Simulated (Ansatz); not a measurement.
The reference is Ag in the fcc (Cu type) structure (space group Fm-3m, No. 225; a = 4.0538 Å; relaxed with 0.1 eV smearing). Axes: x, y, z lie along the cube axes.

Level of theory: PBEsol/PAW in Ansatz (a program for electronic structure), scalar-relativistic without spin-orbit coupling.

For the base:

* **Pressure**: 0.0 GPa

One thing is altered: biaxial strain −1.25 %, plane normal [111], relaxed out of plane (Cartesian); in-plane vectors clamped, the third vector and the atoms free.

Problem. What does the calculation give for the energy relative to the base after the change?

Solution. The energy increases by 3.6 meV/atom.

Problem. What happens to the pressure?

Solution. The pressure (mean of the normal stresses, compression positive) goes from zero to 1.9 GPa.

Problem. What does the calculation give for the out-of-plane strain after the change?

Solution. The out-of-plane strain comes out as +1.06 %.

Whether these cells are dynamically stable was not tested.
